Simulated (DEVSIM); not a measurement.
Device: TaN/Al2O3/SiO2/p-Si capacitor, at 250 K.

Layer 1 from the left is Al2O3, thickness (nm) 2.20. Layer 2 from the left is SiO2, thickness (nm) 0.860. Layer 3 from the left is Si, thickness (nm) 15000, Na (cm⁻³) 1.5e15.

Metal gate on the left, work function 4.4 eV. Fixed charge at the semiconductor interface -1.2e11 cm⁻² (in units of +e); no interface traps.

This is a model device: material constants are rounded textbook-type values typed into the input, and sizes, dopings and lifetimes were drawn at random. Values at 300 K; Nc and Nv go as T^1.5, mobilities as T to minus their exponent, the gap by Varshni's rule with the affinity fixed.

Al2O3: gap (eV) 6.8, affinity (eV) 1.35, permittivity 9. SiO2: gap (eV) 9, affinity (eV) 0.9, permittivity 3.9. Si: gap (eV) 1.124, affinity (eV) 4.05, permittivity 11.7, Nc (cm⁻³) 2.86e19, Nv (cm⁻³) 3.1e19, Varshni α (eV/K) 0.000473, Varshni β (K) 636.

Estimate by hand the flat-band voltage, the threshold voltage, and compare with a numerical solution.


- Flat-band voltage: C = 1.90 μF/cm², work-function difference -0.578 V; VFB = φms − qNf/C = -0.57 V; numerical -0.57 V.
- Threshold voltage: φF = 0.361 V, depletion charge √(4εqNφF) = 1.90e-8 C/cm²; VT = VFB + 2φF + Qd/C = 0.16 V; numerical 0.16 V.

Model (solved in DEVSIM): 1D Poisson equation in equilibrium, Boltzmann statistics, complete ionisation; no quantum confinement or tunnelling. Metal contacts follow the ideal Schottky-Mott rule: no Fermi-level pinning, no interface dipoles.
